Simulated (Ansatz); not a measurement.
A relaxation of cell and atoms of CrI₃ (R-3, 8 atoms in the cell) with Ansatz (an electronic-structure program).

Method of the run: PBEsol, PAW files made with PBE (plane waves; Ansatz).

```xyz
8
Lattice="3.2203 1.8592 5.9232 -3.2203 1.8592 5.9232 0.0000 -3.7185 5.9232" Properties=species:S:1:pos:R:3 pbc="T T T"
Cr     0.0000     0.0000     5.9231
Cr     0.0000     0.0000    11.8464
I     -2.1479     0.0019     7.4869
I      1.0724    -1.8611     7.4869
I      1.0756     1.8592     7.4869
I      2.1479    -0.0019    10.2826
I     -1.0724     1.8611    10.2826
I     -1.0756    -1.8592    10.2826
```
Moments meant for the start (each program seeds them in its own way; μB, in the order of the atoms Cr Cr I I I I I I): 3.0 3.0 0.0 0.0 0.0 0.0 0.0 0.0.

Reference input (self-consistent single point, DFT, PBEsol, plane waves, PAW files made with PBE): basis.ecutwfc = 420 eV; kpoints.mp_grid.grid = 3 3 3; hamiltonian.xc = pbesol; hamiltonian.pseudopotentials = {kind: paw} (the program's default PAW files); magnetization.spin_polarized = true; scf.occupations.method = fermi_dirac; scf.occupations.width = 0.05 eV. This run's input differs from it in these lines:

```diff
@@ -25,2 +25,4 @@
   occupations: { method: fermi_dirac, width: 0.05 eV }
+relax:
+  cell: {}
 output:
```

Output, abridged:

```
   [... SCF lines of the steps left out ...]
relax step   1: F+E_penalty+E_count = -51294.89564223 eV  Δ(F+E_penalty+E_count) = +0.000e0 eV  max|allowed force component| = 5.020e-1 eV/Å  Δτ_max = 0.0000 Å  P = +5.753 GPa  Ω = 212.780 Å³  (11 SCF iters, dr2 threshold 1.00e-7 eV, accepted)
relax step   2: F+E_penalty+E_count = -51295.64867676 eV  Δ(F+E_penalty+E_count) = -7.530e-1 eV  max|allowed force component| = 2.613e-1 eV/Å  Δτ_max = 0.1652 Å  P = +1.599 GPa  Ω = 244.979 Å³  energy of the carried Pulay correction = -5.853e-3 eV  [...]
   [... lines left out ...]
relax step   9: F+E_penalty+E_count = -51295.79804026 eV  Δ(F+E_penalty+E_count) = -6.836e-5 eV  max|allowed force component| = 1.121e-3 eV/Å  Δτ_max = 0.0058 Å  P = +0.004 GPa  Ω = 267.455 Å³  energy of the carried Pulay correction = -5.581e-4 eV  [...]
relax step  10: F+E_penalty+E_count = -51295.79857328 eV  Δ(F+E_penalty+E_count) = -5.330e-4 eV  max|allowed force component| = 1.072e-3 eV/Å  Δτ_max = 0.0000 Å  P = +0.001 GPa  Ω = 267.455 Å³  stress off target by 1.09e-2 GPa  SCF on the basis [...]
basis re-selected at this cell: Δ(F+E_penalty+E_count) = -5.330e-4 eV, ΔP = -0.003 GPa vs the last step
the relaxation is at rest under the 6 symmetry operations that the run kept from its start: a minimum is not shown …
the relaxation's final electronic state is not compared with the one that a single-point calculation of its input finds at the relaxed geometry …
Magnetization: 6.0000 μB (68.0000 up, 62.0000 down)
   [... lines left out ...]
Absolute magnetization: 7.1001 μB (∫|ρ↑−ρ↓|, with the PAW one-centre terms)
Free energy (F): -51295.798573 eV
Fermi energy:    7.344822 eV
  cell:  # Å, volume = 267.4550 Å³
   [... lines left out ...]
    - { symbol: I, position: [0.7240172672163786, 0.4315324359692786, 0.07621993713893249] }
    - { symbol: I, position: [0.9237800628610677, 0.27598273278362156, 0.5684675640307217] }
    - { symbol: I, position: [0.5684675640307213, 0.9237800628610674, 0.27598273278362145] }
    - { symbol: I, position: [0.2759827327836217, 0.5684675640307215, 0.923780062861068] }
```

The run converged. 

Summary of the result:
```
Item                                                                               Result
-----------------------------------------------  ----------------------------------------
Free energy E − TS (on the zero of these files)                            -51295.7986 eV
Pressure                                                                         0.00 GPa
Largest force (vector length)                                                  0.001 eV/Å
Size of the cell's spin moment                                                    6.00 μB
Final cell                                       a = b = c = 7.7218 Å, α = β = γ = 52.40°
Final volume per atom                                                            33.43 Å³
Relaxation steps                                                                       10
```

The starting cell was generated: these elements placed on a structure prototype, without a prior relaxation; it need not be a known phase or ordering of this composition. Its lattice was rescaled by a random factor within 2.5 % of one. The magnetic order is the one reached from the typed start; others were not searched systematically. The relaxation keeps the symmetry of its start, so its end need not be a minimum. Ansatz's pressure includes its estimate of the finite-basis (Pulay) stress.

Cost on one core of a shared machine: roughly 2 min.

Keys are those of Ansatz 0.2.
